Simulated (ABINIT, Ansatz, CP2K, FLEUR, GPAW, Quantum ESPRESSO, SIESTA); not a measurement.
MgH2 (P4_2/mnm, 6 atoms in the cell) computed with different codes at matched settings

Self-consistent single point.

```
CELL_PARAMETERS angstrom
      4.53220     0.00000     0.00000
      0.00000     4.53220     0.00000
      0.00000     0.00000     3.02965
ATOMIC_POSITIONS crystal
  Mg 0.50000 0.50000 0.50000
  Mg 0.00000 0.00000 0.00000
  H  0.69557 0.69557 0.00000
  H  0.30443 0.30443 0.00000
  H  0.80443 0.19557 0.50000
  H  0.19557 0.80443 0.50000
```

Shared settings, as Ansatz (a program for electronic structure) writes them: kpoints.mp_grid.grid = 6 6 9; scf.occupations.method = fixed. Potentials and cutoffs stand in the table.

| code | model | pressure (GPa) | largest force (eV/Å) | gap on the mesh (eV) | cutoff |
|---|---|---|---|---|---|
| Quantum ESPRESSO | LDA (PZ), GBRV 1.5 ultrasoft (LDA) pseudopotentials | -3.23 | 0.009 | 3.506 | 40 Ry |
| SIESTA | LDA PW92, numerical atomic orbitals DZP, PseudoDojo LDA standard norm-conserving potentials (rewritten from UPF to PSML) | -1.38 | 0.016 | 3.442 | grid 400 Ry |
| GPAW | LDA (Perdew-Wang 92), GPAW PAW datasets LDA (gpaw-data 1.0.1) | -3.18 | 0.010 | 3.511 | 850 eV |
| FLEUR | LDA (Perdew-Zunger), all-electron FLAPW (FLEUR), scalar-relativistic valence | – | 0.010 | 3.507 | Kmax 4.4 1/bohr |
| CP2K | LDA (Pade form), GPW, DZVP-MOLOPT-SR-GTH basis, GTH-PADE potentials (GTH_POTENTIALS) | -4.44 | 0.100 | 2.885 | grid 1000 Ry |
| Ansatz | LDA (PW92), PAW files made with PBE | -3.27 | 0.010 | 3.507 | 420 eV |
| ABINIT | LDA (PW92), PAW (JTH v2.0 LDA PAW) | -3.17 | 0.009 | 3.511 | 30 Ha |

A dash marks a value that a program does not give, or that is left out as unsure.

Gaps are read on the mesh.

The spread over the programs that give each value: pressure within 3.06 GPa; largest force within 0.091 eV/Å; gap on the mesh within 0.626 eV.

SIESTA and CP2K use small atom-centred bases, whose incompleteness enters pressures, forces and empty levels differently from a plane-wave cutoff. FLEUR treats all electrons, but the usual bases taken here (sphere radii, linearisation, local orbitals, empty states) were not tested for convergence, so the values are no reference for the others. Ansatz's pressure is given at a fixed set of plane waves, as the other plane-wave codes print theirs; with its correction for the finite basis it is -3.18 GPa. The same LDA comes in different parametrisations, which differ slightly. In the pressure, SIESTA (by 1.82) and CP2K (by 1.24) lie more than 1 GPa from the median of the plane-wave programs. In the gap, CP2K (by 0.624) lies more than 0.12 eV from the median of the plane-wave programs. In the force vectors, CP2K (by 0.109) lies more than 0.08 eV/Å from the median of the plane-wave programs.

The starting cell comes from a database of computed structures (which also holds hypothetical and non-ambient phases and stackings), without a prior relaxation at this level. Its lattice was rescaled by a random factor within 2.5 % of one.

Keys are those of Ansatz 0.2.
